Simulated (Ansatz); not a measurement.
A working Ansatz (a first-principles code) input for Li (Im-3m, 1 atom in the cell) (DFT, PBE, plane waves, default PAW files):

Ansatz 0.2 input:
```yaml
# Li
crystal:
  lattice:
    - [-1.702458, 1.702458, 1.702458]
    - [1.702458, -1.702458, 1.702458]
    - [1.702458, 1.702458, -1.702458]
  atoms:
    - { symbol: Li, position: [0.000000, 0.000000, 0.000000] }
basis:
  ecutwfc: 30.9 Ry
kpoints:
  mp_grid:
    grid: [14, 14, 14]
hamiltonian:
  xc: pbe
  pseudopotentials:
    kind: paw
scf:
  occupations:
    method: methfessel_paxton
    width: 0.0037 Ry
output:
  forces: true
  eigenvalues: true
  stress: true
```

The run converged in 3 iterations: free energy E − TS (on the zero of these files) -204.6839 eV; Fermi level (on the code's own zero) 1.10 eV; pressure 0.40 GPa. Each of these slips is then made, one at a time:

(1)
```diff
+    shift: [1, 1, 1]
```

(2)
```diff
-  xc: pbe
+  xc: gga
```

What happens in each case?


(1) A mesh shift typed as a flag of 1. The program stopped before any SCF iteration.
```
Error: invalid value for `kpoints.mp_grid.shift`: each number counts steps of the mesh from Γ, half a step is 0.5 and a whole step moves no point: type 0.5 for a flag of 1, and leave whole steps out of any other number: each must be finite and in (-1, 1); got [1, 1, 1]
```

(2) A value that the program does not know. The program stopped before any SCF iteration.
```
Error: YAML parse error: error: line 15 column 7: hamiltonian.xc: unknown variant `gga`, expected one of `lda`, `lda-pw`, `pw92`, `pbe`, `pbesol`, `rpbe`, `revpbe`, `blyp`, `pbe0`, `revpbe0`, `b3lyp`, `b3lyp5`, `hse06`, `wpbeh`, `hiss`, `lc_wpbe`, `cam_b3lyp`, `hf`, `r2scan`, `r2scanh`, `r2scan0`, `r2scan50`, `mr2scan`
  --> <input>:15:7
   |
13 |  [...]
```

The starting cell comes from a database of computed structures (which also holds hypothetical and non-ambient phases and stackings), without a prior relaxation at this level. Its lattice was rescaled by a random factor within 2.5 % of one. Ansatz's pressure includes its estimate of the finite-basis (Pulay) stress.

Left out of this page: 3 runs of the series outside the window shown, repeating another row's setting, or not comparable.
